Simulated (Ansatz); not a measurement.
## Effect of Cs → Rb on Cs

Start from Cs (space group I4_1/amd, No. 141; a = 5.023 Å, c = 18.197 Å; a cell from a computed database, its experimental status unchecked).

Modification: full substitution Cs → Rb, then cell and atoms are relaxed.

The values are results of Ansatz (a quantum-chemistry and plane-wave program), PBEsol, PAW, cutoff 420 eV, no spin-orbit coupling, not measurements. Γ-centred 14×14×14 mesh, Fermi–Dirac width 0.05 eV, for the changed cell.

```yaml
volume_per_atom: 90.52 Å³ (base 114.77 Å³)
density: 1.57 g/cm³ (base 1.92 g/cm³)
lattice_parameter_a: 4.643 Å (base 5.023 Å)
c/a ratio: 3.617 (base 3.623)
band_gap: zero (base zero)
```

Stability against distortions was not tested. For Rb in this form, whether it has been made was not checked. This is not the structure that Rb has at room temperature and ambient pressure. This is not the structure that Cs has at room temperature and ambient pressure.
